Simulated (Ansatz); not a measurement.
## Pt: response to strain

Start from Pt in the fcc (Cu type) structure (space group Fm-3m, No. 225; a = 3.9418 Å; relaxed with 0.1 eV smearing). Axes: x, y, z lie along the cube axes.

Strains are applied to the cell and any free atomic positions relax; under biaxial strain the out-of-plane vector relaxes too.

Level of theory: r2SCAN (Ansatz, an electronic-structure program), spin-orbit coupling left out.

Notes on the quantities. energy relative to the base: free energy F; in-plane stress: mean in-plane stress (compression positive).

```json
[
 {"case": "base", "energy relative to the base": "0 meV/atom", "in-plane stress": "–", "shortest interatomic distance": "2.787 Å", "ratio −ε⊥/ε∥": "–"},
 {"case": "biaxial strain +0.50 %, plane normal [001], relaxed out of plane", "energy relative to the base": "+0.5 meV/atom", "in-plane stress": "-1.1 GPa", "shortest interatomic distance": "2.784 Å", "ratio −ε⊥/ε∥": "–"},
 {"case": "biaxial strain +1.00 %, plane normal [001], relaxed out of plane", "energy relative to the base": "+2.0 meV/atom", "in-plane stress": "-2.0 GPa", "shortest interatomic distance": "2.781 Å", "ratio −ε⊥/ε∥": "1.45"},
 {"case": "biaxial strain +1.50 %, plane normal [001], relaxed out of plane", "energy relative to the base": "+4.3 meV/atom", "in-plane stress": "[?]", "shortest interatomic distance": "2.778 Å", "ratio −ε⊥/ε∥": "1.46"},
 {"case": "biaxial strain +2.00 %, plane normal [001], relaxed out of plane", "energy relative to the base": "+7.4 meV/atom", "in-plane stress": "-3.5 GPa", "shortest interatomic distance": "2.775 Å", "ratio −ε⊥/ε∥": "1.47"},
 {"case": "biaxial strain +2.50 %, plane normal [001], relaxed out of plane", "energy relative to the base": "+11 meV/atom", "in-plane stress": "-4.1 GPa", "shortest interatomic distance": "2.772 Å", "ratio −ε⊥/ε∥": "1.48"},
 {"case": "biaxial strain +3.00 %, plane normal [001], relaxed out of plane", "energy relative to the base": "[?]", "in-plane stress": "[?]", "shortest interatomic distance": "2.769 Å", "ratio −ε⊥/ε∥": "1.49"}
]
```

Problem. Complete the table.

Solution. 
- biaxial strain +1.50 %, plane normal [001], relaxed out of plane, in-plane stress: -2.8 GPa
- biaxial strain +3.00 %, plane normal [001], relaxed out of plane, energy relative to the base: +15 meV/atom
- biaxial strain +3.00 %, plane normal [001], relaxed out of plane, in-plane stress: -4.6 GPa

No phonon test of stability was made. All final runs are without spin polarisation.
